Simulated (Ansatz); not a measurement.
Cells marked so need not be the phases stable at ambient conditions, and some may be hypothetical.

By PBEsol, each system below comes out a metal.

Ballistic conductance counts the channels of both spins, as a mean over 0.1 eV about the Fermi level; spin-orbit coupling is left out.

A. ZrIr (Pm-3m, CsCl type, not sure to be the ambient phase, 2 atoms a cell, 18.3 Å³ an atom, -8 GPa at this level), current normal to (110)
B. Pt (P6_3/mmc, hcp (Mg type), not sure to be the ambient phase, 2 atoms a cell, 15.8 Å³ an atom, -11 GPa at this level), current normal to (001)
C. MgRh (Pm-3m, CsCl type, not sure to be the ambient phase, 2 atoms a cell, 14.7 Å³ an atom), current normal to (001)

Question: Rank these by ballistic conductance per area (highest first), as PBEsol (Ansatz, a first-principles code) gives it.

Answer: B (1.7 × 10¹⁵ S/m²), A (1.2 × 10¹⁵ S/m²), C (0.96 × 10¹⁵ S/m²)
